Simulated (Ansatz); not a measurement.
# BP under a change: B → Ag

The reference is BP in the zinc blende structure (space group F-43m, No. 216; a = 4.548 Å).

Modification: Ag takes the place of B on all its sites, then cell and atoms are relaxed.

Calculations: Ansatz (a quantum-chemistry and plane-wave program), PBE, PAW, cutoff 420 eV, without spin-orbit coupling, earlier PAW set. k-mesh 14×14×14 (Γ-centred); smearing 0.05 eV (Fermi–Dirac), for the changed cell.

| quantity | base | changed | shift |
|---|---|---|---|
| volume per atom | 11.76 Å³ | 22.31 Å³ | +10.55 Å³ |
| lattice parameter a | 4.548 Å | 5.630 Å | +1.082 Å |
| shortest interatomic distance | 1.969 Å | 2.438 Å | +0.4685 Å |
| band gap | 1.25 eV | zero | – |

Final structure:

```xyz
2
Lattice="0.0000 2.8151 2.8151 2.8151 0.0000 2.8151 2.8151 2.8151 0.0000" Properties=species:S:1:pos:R:3 pbc="T T T"
P      4.2227     4.2227     4.2227
Ag     0.0000     0.0000     0.0000
```

Stability against distortions was not tested. As relaxed here, AgP is a hypothetical phase, not in the database extracts checked. The final runs are not spin-polarised.
